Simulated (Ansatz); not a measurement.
## NiGe (space group Pnma, No. 62; non-magnetic)

```cif
data_Ge4Ni4
_chemical_formula_sum 'Ni4 Ge4'
_space_group_name_H-M_alt 'P 1'
_space_group_IT_number 1
_cell_length_a 5.32251
_cell_length_b 3.43791
_cell_length_c 5.72888
_cell_angle_alpha 90.000
_cell_angle_beta 90.000
_cell_angle_gamma 90.000
loop_
_space_group_symop_operation_xyz
  'x, y, z'
loop_
_atom_site_label
_atom_site_type_symbol
_atom_site_fract_x
_atom_site_fract_y
_atom_site_fract_z
_atom_site_occupancy
Ni1 Ni 0.00699 0.25000 0.18872 1
Ni2 Ni 0.50699 0.25000 0.31128 1
Ni3 Ni 0.99301 0.75000 0.81128 1
Ni4 Ni 0.49301 0.75000 0.68872 1
Ge1 Ge 0.18859 0.25000 0.58849 1
Ge2 Ge 0.68859 0.25000 0.91151 1
Ge3 Ge 0.81141 0.75000 0.41151 1
Ge4 Ge 0.31141 0.75000 0.08849 1
```

Method: PBEsol in Ansatz (plane waves to 420 eV, PAW, without spin-orbit coupling). Γ-centred 9×14×8 mesh, Fermi–Dirac width 0.05 eV.

| Item | Value |
|---|---|
| Volume per atom | 13.10 Å³ |
| Density | 8.32 g/cm³ |
| Band gap | zero |
| Total energy | -5029.607 eV/atom (σ→0; compares only within this code and set-up) |

Whether these cells are dynamically stable was not tested. Starting moments died away, wholly or in part, for the base; another magnetic solution may exist. All final runs are without spin polarisation.

Ansatz is a quantum-chemistry and plane-wave program.
